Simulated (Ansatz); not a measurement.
Density of states of BN (P6_3mc) below the valence band maximum, PBE, rigid bands (Ansatz, a program for electronic structure); cell volume 23.5 Å³.

| energy from edge (eV) | 10⁻³ states/eV/cell |
|---|---|
| 0.006 | 22.0 |
| 0.031 | 54.2 |
| 0.056 | 72.3 |
| 0.081 | 86.4 |
| 0.106 | 99.4 |
| 0.131 | 109 |
| 0.156 | 120 |
| 0.181 | 131 |
| 0.206 | 138 |
| 0.231 | 149 |
| 0.256 | 155 |
| 0.281 | 170 |
| 0.319 | 199 |
| 0.344 | 213 |
| 0.369 | 224 |
| 0.394 | 237 |
| 0.419 | 250 |
| 0.444 | 260 |
| 0.469 | 270 |
| 0.494 | 283 |
| 0.519 | 292 |
| 0.544 | 302 |
| 0.569 | 314 |
| 0.594 | 321 |

Question: What effective density of states at 300 K does this give (∫ g(E) exp(−E/k_BT) dE, both spins, divided by the cell's size)?

Answer: 4.8e19 cm⁻³, a density-of-states mass of 1.53 mₑ, valleys and band degeneracy included.

Spin-orbit coupling is left out. Geometry: cell and atoms relaxed with PBEsol.
